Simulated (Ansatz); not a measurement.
Ansatz (a first-principles code) run on PdPt (R3m, 2 atoms in the cell): self-consistent single point.

Method: PBEsol, default PAW files made with PBE (plane waves; Ansatz).

The change in words: lattice scaled by 0.98; basis.ecutwfc: 420 eV → 630 eV. Reference geometry:
```xyz
2
Lattice="1.3765 0.7947 4.5376 -1.3765 0.7947 4.5376 0.0000 -1.5894 4.5376" Properties=species:S:1:pos:R:3 pbc="T T T"
Pd     0.0000     0.0000     0.0500
Pt     0.0000     0.0000     6.8063
```

Reference input (self-consistent single point, DFT, PBEsol, plane waves, default PAW files made with PBE): basis.ecutwfc = 420 eV; kpoints.mp_grid.grid = 14 14 14; hamiltonian.xc = pbesol; hamiltonian.pseudopotentials = {kind: paw} (the program's default PAW files); scf.occupations.method = fermi_dirac; scf.occupations.width = 0.1 eV. This run's input differs from it in these lines:

Ansatz 0.2 input:
```diff
@@ -2,5 +2,5 @@
   lattice:
-    - [1.37648300, 0.79471200, 4.53756500]
-    - [-1.37648300, 0.79471200, 4.53756500]
-    - [0.00000000, -1.58942600, 4.53756500]
+    - [1.34895300, 0.77881800, 4.44681400]
+    - [-1.34895300, 0.77881800, 4.44681400]
+    - [0.00000000, -1.55763700, 4.44681400]
   atoms:
@@ -9,3 +9,3 @@
 basis:
-  ecutwfc: 420.0
+  ecutwfc: 630.0
 kpoints:
```

Output, abridged:

```
SCF iter   1: F=—  HF=-19290.538123 eV  |F-HF|=—  |Δ(HF+E_count)|=         —  Δρ=1.27e-2  dr2=4.89e-2  ethr=1.77e-3  ⟨swp⟩=5.2  Hψ=26638  notcnv=0
all-band conjugate gradients solve this SCF's bands
preconditioner: auto → Kerker (q_TF=auto, 2.844 Å⁻¹)
SCF iter   2: F=—  HF=-19290.531684 eV  |F-HF|=—  |Δ(HF+E_count)|=   6.44e-3  Δρ=4.84e-3  dr2=7.32e-3  ethr=1.36e-4  ⟨swp⟩=1.0  Hψ=8670  notcnv=0
SCF iter   3: F=—  HF=-19290.530367 eV  |F-HF|=—  |Δ(HF+E_count)|=   1.32e-3  Δρ=9.08e-4  dr2=2.21e-4  ethr=2.03e-5  ⟨swp⟩=2.4  Hψ=8850  notcnv=0
SCF iter   4: F=—  HF=-19290.530346 eV  |F-HF|=—  |Δ(HF+E_count)|=   2.05e-5  Δρ=1.84e-4  dr2=8.50e-6  ethr=6.13e-7  ⟨swp⟩=2.1  Hψ=9496  notcnv=0
SCF iter   5: F=—  HF=-19290.530347 eV  |F-HF|=—  |Δ(HF+E_count)|=   5.06e-7  Δρ=3.81e-5  dr2=7.11e-7  ethr=2.36e-8  ⟨swp⟩=1.1  Hψ=6548  notcnv=0
SCF iter   6: F=-19290.530347 eV  HF=-19290.530347 eV  |F-HF|=1.89e-8  |Δ(HF+E_count)|=   7.47e-8  Δρ=8.00e-6  dr2=2.86e-8  ethr=2.78e-10  ⟨swp⟩=5.0  Hψ=26523  notcnv=0
SCF 1 converged in 6 iterations: F = -19290.530347 eV  dr2 = 2.86e-8
Free energy (F): -19290.530347 eV
Internal energy: -19290.426780 eV  (E = F + TS)
E sigma→0 (E₀):  -19290.478563 eV
Entropy (-TS):   -0.103567 eV (-51.783 meV/atom)
Fermi energy:    23.303436 eV
--- Forces (eV/Å), atoms counted from 1 ---
  atom   1  Pd     0.00000000     0.00000003    -0.76667457
  atom   2  Pt     0.00000000    -0.00000003     0.76666611
--- Stress (GPa, compression-positive) ---
       15.739407       0.000000       0.000000
        0.000000      15.739407       0.000000
        0.000000       0.000000      14.096007
  P = ⅓ Tr σ = 15.1916 GPa (151.916 kbar)
  The stress holds the Pulay correction. Without it, at fixed plane waves, as pw.x and ABINIT print it: P = 15.1767 GPa
```

The run converged in 6 iterations. Against the reference run the free energy goes up by 32.2 meV/atom, the pressure goes from -1.63 to 15.19 GPa and the largest force goes from 0.577 to 0.767 eV/Å.

The starting cell comes from a database of computed structures (which also holds hypothetical and non-ambient phases and stackings), without a prior relaxation at this level. Its lattice was rescaled by up to half a per cent. One atom was moved a little off its site on purpose. For this run, on top of that: lattice scaled by 0.98. Spin polarisation is off. Ansatz's pressure includes its estimate of the finite-basis (Pulay) stress.
